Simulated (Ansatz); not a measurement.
The reference is SnO in the litharge type structure (space group P4/nmm, No. 129; layered, stacked along the Cartesian z axis).

```yaml
crystal:
  lattice:
    - [3.79274, 0.00000, 0.00000]
    - [0.00000, 3.79274, 0.00000]
    - [0.00000, 0.00000, 4.76440]
  atoms:
    - { symbol: Sn, position: [0.50000, 0.00000, 0.24062] }
    - { symbol: Sn, position: [0.00000, 0.50000, 0.75938] }
    - { symbol: O, position: [0.00000, 0.00000, 0.00000] }
    - { symbol: O, position: [0.50000, 0.50000, 0.00000] }
```

All numbers come from DFT with r2SCAN+rVV10, PAW potentials and a 500 eV plane-wave cutoff in Ansatz (a program for electronic structure), no spin-orbit coupling, earlier PAW set.

For the base:

| Property | Value |
|---|---|
| c/a ratio | 1.256 |
| Volume per atom | 17.13 Å³ |

One thing is altered: cell and atoms relaxed at a pressure of 4.5 GPa.

Problem. What happens to the c/a ratio?

Solution. The c/a ratio decreases by 0.056, from 1.256 to 1.200.

Problem. Predict the new volume per atom.

Solution. The volume per atom drops by 1.547 Å³ (17.13 Å³ → 15.59 Å³).

A case with no gap was solved on a k-mesh chosen for an insulator, which is coarse for it. Load acts through the strain it causes; cell and atoms are relaxed under it. No phonon test of stability was made. All final runs are without spin polarisation.
